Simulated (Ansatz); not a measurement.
For Zn (model structure, started from the diamond type, Fd-3m, No. 227, 2 atoms in the cell), PBE in Ansatz (plane waves, PAW) gives:

| Item | Result |
|---|---|
| equilibrium lattice constant a | 5.822 Å |
| cohesive energy | 0.64 eV/atom |

What does r²SCAN in Ansatz (PAW) give for the same quantities?


- lattice constant a: 5.688 Å (drops by 2.3 %)
- cohesive energy: 0.90 eV/atom (rises by 0.26 eV/atom)

Changes are worked out from the printed values.

Unless a cell is named, each level is at its own relaxed cell (PBE 24.66, r²SCAN 23.01 Å³/atom).

Ansatz's density-functional and Hartree–Fock values are scalar-relativistic unless marked +SOC, with PAW data made under PBE.

A model structure was made by putting elements into a prototype or built by hand; it is no filed structure, need not be a known phase, and can be a saddle point held by its symmetry.

Ansatz is an electronic-structure program.
